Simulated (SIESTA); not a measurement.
A self-consistent single point of Be3N2 (R3m, 5 atoms in the cell) with SIESTA.

Computed with LDA PW92, numerical atomic orbitals TZP, PseudoDojo LDA standard norm-conserving potentials (rewritten from UPF to PSML) run with SIESTA 5.4.2.

The change in words: lattice scaled by 0.98. Reference geometry:
```xyz
5
Lattice="1.4198 0.8197 4.8662 -1.4198 0.8197 4.8662 0.0000 -1.6395 4.8662" Properties=species:S:1:pos:R:3 pbc="T T T"
Be     0.0000     0.0000    12.5402
Be     0.0000     0.0000     4.6378
Be     0.0000     0.0000     1.2965
N      0.0000     0.0000     2.9805
N      0.0000     0.0000    10.3422
```

Reference input (self-consistent single point, DFT, LDA PW92, numerical atomic orbitals TZP, PseudoDojo LDA standard norm-conserving potentials (rewritten from UPF to PSML)): XC.functional = LDA; XC.authors = PW92; potentials = PseudoDojo LDA standard; PAO.BasisSize = TZP; PAO.EnergyShift = 0.01 Ry; MeshCutoff = 350 Ry; kgrid.MonkhorstPack = 9 9 9; OccupationFunction = FD; ElectronicTemperature = 10 K; PAO.Polarization.NonPerturbative = true; MaxSCFIterations = 150; SCF.Mixer.Method = Pulay. This run's input differs from it in these lines:

```diff
@@ -10,7 +10,7 @@
 %endblock ChemicalSpeciesLabel
-LatticeConstant              5.134965 Ang
+LatticeConstant              5.032266 Ang
 %block LatticeVectors
-     0.276497503    0.159635947    0.947663129
-    -0.276497503    0.159635947    0.947663129
-     0.000000000   -0.319271894    0.947663129
+     0.276497506    0.159636037    0.947663140
+    -0.276497506    0.159636037    0.947663140
+     0.000000000   -0.319271875    0.947663140
 %endblock LatticeVectors
@@ -18,7 +18,7 @@
 %block AtomicCoordinatesAndAtomicSpecies
-    -0.000000000    0.000000000   12.540197413  1
-     0.000000000   -0.000000000    4.637845436  1
-    -0.000000000   -0.000000000    1.296506195  1
-     0.000000000   -0.000000000    2.980460588  2
-    -0.000000000    0.000000000   10.342224518  2
+     0.000000000    0.000000859   12.289394341  1
+    -0.000000000    0.000000318    4.545088852  1
+     0.000000000    0.000000089    1.270576162  1
+    -0.000000000    0.000000204    2.920851585  2
+     0.000000000    0.000000708   10.135380751  2
 %endblock AtomicCoordinatesAndAtomicSpecies
```

The program printed (abridged):

```
        iscf     Eharris(eV)        E_KS(eV)     FreeEng(eV)     dDmax    Ef(eV) dHmax(eV)
   scf:    1    -1639.113914    -1695.678403    -1695.678403  1.554420-15.490813  7.305989
   scf:    2    -1697.932721    -1696.943307    -1696.943307  0.088813-15.242570  3.459531
   scf:    3    -1697.515181    -1697.344784    -1697.344784  0.068385-12.639103  1.009073
   scf:    4    -1697.365161    -1697.356773    -1697.356773  0.058762-12.363379  0.535783
   scf:    5    -1697.359775    -1697.358878    -1697.358878  0.029732-12.232763  0.251720
   [... 2 lines left out ...]
   scf:    8    -1697.360200    -1697.360199    -1697.360199  0.000569-12.107529  0.005177
   scf:    9    -1697.360201    -1697.360201    -1697.360201  0.000266-12.106680  0.000927
   scf:   10    -1697.360201    -1697.360201    -1697.360201  0.000109-12.106513  0.000235
   scf:   11    -1697.360201    -1697.360201    -1697.360201  0.000007-12.106623  0.000156
SCF Convergence by DM+H criterion
max |DM_out - DM_in|         :     0.0000071656
max |H_out - H_in|      (eV) :     0.0001559732
SCF cycle converged after 11 iterations

Using DM_out to compute the final energy and forces

siesta: E_KS(eV) =            -1697.3602

siesta: E_KS - E_eggbox =     -1697.3602

siesta: Atomic forces (eV/Ang):
     1   -0.000000    0.000006   -0.027331
     2   -0.000000   -0.000006   -0.022935
     3   -0.000000   -0.000000    0.085327
     4    0.000000   -0.000005    0.028640
     5   -0.000000    0.000001   -0.071483
   Tot   -0.000000   -0.000004   -0.007783
   Max    0.085327
   Res    0.031074    sqrt( Sum f_i^2 / 3N )
   Max    0.085327    constrained

Stress tensor Voigt[x,y,z,yz,xz,xy] (kbar):      -65.52      -65.52      -66.61       -0.00       -0.00        0.00
   [... lines left out ...]
siesta: FreeEng =     -1697.360201
   [... lines left out ...]
siesta:    -0.040897   -0.000000   -0.000000
siesta:     0.000000   -0.040897   -0.000000
siesta:    -0.000000   -0.000000   -0.041577

siesta: Cell volume =         31.982911 Ang**3

siesta: Pressure (static):
siesta:                Solid            Molecule  Units
siesta:           0.00044789          0.00055279  Ry/Bohr**3
siesta:           0.04112372          0.05075453  eV/Ang**3
siesta:          65.88746872         81.31771809  kBar
```

The run converged in 11 iterations. Against the reference run the free energy falls by 2.0 meV/atom, the pressure goes from -7.50 to 6.59 GPa, the largest force goes from 0.166 to 0.085 eV/Å and the gap on the mesh goes from 2.926 to 2.989 eV.

The starting cell comes from a database of computed structures (which also holds hypothetical and non-ambient phases and stackings), without a prior relaxation at this level. For this run, on top of that: lattice scaled by 0.98. Values carry the incompleteness of an atom-centred basis. With a pressure of about 7 GPa the cell is away from its equilibrium volume at this level.

Cost on one core of a shared machine: roughly 80 s.
